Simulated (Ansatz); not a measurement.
Take Ti in the hcp (Mg type) structure (space group P6_3/mmc, No. 194; a = 2.9363 Å, c = 4.6372 Å) as the base.

The other end (x = 1) is Hf in the hcp (Mg type) structure (space group P6_3/mmc, No. 194): 22.35 Å³/atom, gap zero.

Computed with Ansatz (a first-principles code) r2SCAN, no SOC, earlier PAW set.

Hf replaces a fraction x of Ti; each row is one arrangement (x, atoms in the cell, starting space group or random), fully relaxed.

One change was made to it. Results:

```tsv
quantity	base	after
mixing energy (to 0.01 eV only: unlike meshes or grids)	–	+0.04 eV/atom
volume per atom	17.31 Å³	18.63 Å³
band gap	zero	zero
```

Question: Name the change that was made.
(A) x(Hf) = 0.167, 6 atoms, P-62m
(B) x(Hf) = 0.25, 8 atoms, Pmm2
(C) x(Hf) = 0.5, 8 atoms, P2_1/m

Answer: B, x(Hf) = 0.25, 8 atoms, Pmm2. For comparison, the volume per atom in the other runs: x(Hf) = 0.5, 8 atoms, P2_1/m gives 19.85 Å³; x(Hf) = 0.167, 6 atoms, P-62m gives 18.17 Å³.

These are small ordered cells, not random alloys; other orderings at the same x differ. No phonon test of stability was made. The final runs are not spin-polarised.
